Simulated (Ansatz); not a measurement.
## CdS, response to strain

Base system: CdS in the zinc blende structure (space group F-43m, No. 216).

```
CELL_PARAMETERS angstrom
      0.00000     2.91212     2.91212
      2.91212     0.00000     2.91212
      2.91212     2.91212     0.00000
ATOMIC_POSITIONS crystal
  Cd 0.00000 0.00000 0.00000
  S  0.25000 0.25000 0.25000
```

Cartesian axes are those of the cell as printed.

Strains are applied to the cell and any free atomic positions relax; under biaxial strain the out-of-plane vector relaxes too.

Calculations: plane-wave PAW DFT at the PBEsol level (Ansatz, a first-principles code, 420 eV), no SOC.

Notes on the quantities. energy relative to the base: free energy F.

| biaxial strain, plane normal [001], relaxed out of plane (%) | energy relative to the base (meV/atom) |
|---|---|
| 0 | 0.0 |
| 0.5 | 0.2 |
| 1 | 0.7 |
| 1.5 | 1.6 |
| 2 | 2.8 |
| 2.5 | ? |
| 3 | 6.2 |

Problem. Fit ΔE = Aε² + Bε³ (ε in %) to the rows shown and predict the withheld row.

Solution. Least squares on the printed values gives A = 0.725 and B = -0.012 meV/atom (largest residual 0.0 meV/atom); this predicts 4.3 meV/atom, and the run gives 4.4 meV/atom, in agreement.

Stability against distortions was not tested.
